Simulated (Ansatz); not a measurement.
The starting structures come from a database of crystals and need not be the phases stable at ambient conditions.

Input:

```
LaWN3
1.0
    5.68549     0.00000     0.00000
   -0.00250     8.04138     0.00000
    2.84150     4.02069     2.84337
La W N
2 2 6
Direct
  0.92846   0.46423   0.00000
  0.92846   0.96423   0.00000
  0.43224   0.21612   0.00000
  0.43224   0.71612   0.00000
  0.89292   0.99748   0.44756
  0.44252   0.44504   0.45040
  0.34048   0.89544   0.10204
  0.34048   0.94504   0.55244
  0.89292   0.39544   0.54960
  0.44252   0.49748   0.89796
```

Space group of this cell: R3c. The cell is taken as given; by PBEsol its mean pressure is -4.6 GPa.

Transport runs along the normal of the first two printed cell vectors, the (110) plane of the conventional cell.

The gap is the functional's own, uncorrected, and κ follows it; spin-orbit coupling is left out. Mid-gap values are interpolated between the computed energies.

Give the band gap and the smallest decay constant κ at mid-gap that Ansatz (a quantum-chemistry and plane-wave program) with PBEsol yields.

Gap 1.19 eV on a 10×10×10 mesh; κ = 0.184 1/Å, at the zone centre.
